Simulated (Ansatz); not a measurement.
L1₀ (CuAu-type) TiAl, relaxed in Ansatz (plane waves) with several semilocal functionals. Each gives its own volume and its own bulk modulus:

```
level       V0 (Å³/atom)  bulk modulus B0 (GPa)   ln V0   ln B0
----------  ------------  ---------------------  ------  ------
PBE-D3(BJ)        15.538                  123.2  2.7433  4.8138
PBEsol            15.775                  120.4  2.7584  4.7908
r²SCAN            16.059                  120.9  2.7763  4.7950
rVV10             16.176                  116.5  2.7835  4.7579
RPBE              16.628                  107.6  2.8111  4.6784
BLYP              16.685                  103.0  2.8145  4.6347
```

Problem. Fit a straight line to ln B0 against ln V0. What does it predict for r²SCAN+rVV10, whose volume is 15.970 Å³/atom?

Solution. With x = ln V0 and y = ln B0: means 2.78118 and 4.74510; Σ(Δx Δy) = -0.009531, Σ(Δx²) = 0.003988, so the slope is -2.39. At x = 2.7707 the line gives y = 4.74510 + (-2.39) × (2.7707 − 2.78118) = 4.7701, or 117.9 GPa. The run with r²SCAN+rVV10 gives 122.6 GPa, +4.0 % from the line. The rows used scatter about it by up to 3.9 %, while the largest value lies 20 % above the smallest.

The crystal itself was run without spin with PBE-D3(BJ), PBEsol, r²SCAN+rVV10, r²SCAN, rVV10, RPBE, BLYP; a magnetic state was not tried in these runs.

Ansatz's density-functional and Hartree–Fock values are scalar-relativistic unless marked +SOC, with PAW data made under PBE.

Ansatz is a program for electronic structure.
